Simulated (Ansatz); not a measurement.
Amorphous Ti20O43In2, 65 atoms at 3.87 g/cm³, one PBE-relaxed geometry, zone centre. Methods: PBE, scalar-relativistic without spin-orbit coupling (Ansatz, a quantum-chemistry and plane-wave program); r2SCAN, scalar-relativistic without spin-orbit coupling (Ansatz); HSE06, scalar-relativistic without spin-orbit coupling (Ansatz). Plane waves to 420 eV (r2SCAN 500 eV); exact exchange is cut at the cell's faces. At PBE the levels at the filled edge of the gap are localised (band-tail or defect states). All rungs ran without spin polarisation.

A CHGNet melt-quench gave the starting glass, which DFT then relaxed. O atoms were pushed apart under 1.9 Å during the dynamics, to hinder bonds among them. The hot cell started wider than the set density and was brought back towards it in steps. It is the lowest in DFT energy of 2 quenches. It is a model cell: composition and starting density were chosen by hand, and all elements were melted together. No dispersion term was used. Its density started from a set value of 3.87 and ended at 3.87 g/cm³. The simulated quench (nominally 240 K/ps over its main leg) is rapid and tends to freeze in more defects than a deposited or slowly cooled glass has. A cell of this size samples the disorder only roughly. The volume was held where the preparation left it and the shape relaxed, at a PBE pressure of 1.1 GPa. Stress components on the final sampling reach 1.1 GPa.

The relaxation ran on the zone centre alone. At PBE the level gap is 2.71 eV on a 2×2×2 Γ-centred mesh, and the spacing at the zone centre alone 2.75 eV.

What zone-centre spacing does r2SCAN give, roughly?

3.09 eV (+0.34 eV against PBE).

What zone-centre spacing does HSE06 give, roughly?

4.25 eV (+1.50 eV against PBE).

The highest filled and the lowest empty state spread over these numbers of atoms (participation numbers): PBE: 11.3 and 21.1; r2SCAN: 10.4 and 17.1; HSE06: 10.0 and 17.0.
